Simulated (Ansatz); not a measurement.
Consider Au in the fcc (Cu type) structure (space group Fm-3m, No. 225; relaxed with 0.1 eV smearing).

```
CELL_PARAMETERS angstrom
      0.00000     2.04148     2.04148
      2.04148     0.00000     2.04148
      2.04148     2.04148     0.00000
ATOMIC_POSITIONS crystal
  Au 0.00000 0.00000 0.00000
```

Cartesian axes are those of the cell as printed.

All numbers come from DFT with PBEsol, PAW potentials and a 420 eV plane-wave cutoff in Ansatz (a quantum-chemistry and plane-wave program), no spin-orbit coupling.

Strains are applied to the cell and any free atomic positions relax; under biaxial strain the out-of-plane vector relaxes too.

One change was made to it. Results:

| quantity | base | after |
|---|---|---|
| pressure (mean of the normal stresses, compression positive) | 0.0 GPa | 2.4 GPa |
| volume per atom | 17.02 Å³ | 16.83 Å³ |

Name the change that was made.
A) biaxial strain −3.00 %, plane normal [001], relaxed out of plane
B) biaxial strain +1.50 %, plane normal [001], relaxed out of plane
C) biaxial strain +3.00 %, plane normal [001], relaxed out of plane
D) biaxial strain −1.50 %, plane normal [001], relaxed out of plane

A, biaxial strain −3.00 %, plane normal [001], relaxed out of plane. For comparison, the pressure in the other runs: biaxial strain −1.50 %, plane normal [001], relaxed out of plane gives 1.0 GPa; biaxial strain +3.00 %, plane normal [001], relaxed out of plane gives -0.8 GPa; biaxial strain +1.50 %, plane normal [001], relaxed out of plane gives -0.6 GPa.

Stability against distortions was not tested.
